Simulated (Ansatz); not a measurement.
Consider Zn-vacancy pair (Zn on one host Al site, one Al site vacant) in fcc Al, neutral cell. The step: Zn and the vacancy change places (Zn-vacancy distance between ideal sites 2.86 Å throughout); the atom moves 2.71 Å along (0.00, 0.47, 0.47) of the unit cell; the moving atom starts with neighbours 4 Al at 2.80, 2 Al at 2.85, 4 Al at 2.90, Al at 2.93 Å and ends with 4 Al at 2.80, 2 Al at 2.85, 4 Al at 2.90, Al at 2.93 Å. DFT values are from Ansatz (plane-wave PAW, 420 eV unless said) in a cell of 32 host sites, spin-restricted, static, with no finite-size correction. Forms of the defect that were not tried may lie lower. For the PBE band: the saddle point's order was not checked, and it lies on a symmetry element of the cell, where a band can be held.

| Level | Forward barrier (eV) | Cost of the band or of the saddle's single point |
|---|---|---|
| CHGNet universal potential (has no charge state), its own band | 0.12 | - |
| PBE, a 4×4×4 k-point mesh shifted by half a step, band relaxed | 0.33 | around 30 core-minutes (rough) |
| PBE, a 6×6×6 k-point mesh shifted by half a step, same geometries | 0.33 | very roughly 7 core-minutes |
| r2SCAN at 500 eV, a 4×4×4 k-point mesh shifted by half a step, same geometries | ___ | roughly 5 core-minutes |

Question: Some entries are withheld; supply them.

Answer: 
- r2SCAN at 500 eV, a 4×4×4 k-point mesh shifted by half a step, same geometries, Forward barrier (eV): 0.38

Ansatz is a quantum-chemistry and plane-wave program.
